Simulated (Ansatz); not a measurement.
Results of PBEsol (plane waves, PAW; Ansatz, a program for electronic structure) for Si (model structure, P-43m, No. 215, 7 atoms in the cell).

Numerical settings: plane-wave cutoff 520 eV, 10×10×10 k mesh, Fermi–Dirac smearing 0.05 eV, scalar-relativistic PAW data made under PBE.

Cell (relaxed at this level):

Space group P-43m (No. 215); a = b = c = 4.9778 Å, α = β = γ = 90.00°

| atom | site | symmetry | x | y | z |
|---|---|---|---|---|---|
| Si | 4e | .3m | 0.1897 | 0.1897 | 0.1897 |
| Si | 3c | -42.m | 0.0000 | 0.5000 | 0.5000 |

**Question.** Give the computed bulk modulus.

**Answer.** 
* **bulk modulus**: 86.4 GPa

The run finds no gap.

Note: the bulk modulus is −V dP/dV from two relaxed cells at ±2 % in volume; the relaxation could raise the start's symmetry but not lower it, so the cell can be a saddle point.

Static lattice: no zero-point or thermal effects.

Cost on a shared machine: around 3 core-minutes (rough).

A model structure was made by putting elements into a prototype or built by hand; it is no filed structure, need not be a known phase, and can be a saddle point held by its symmetry.
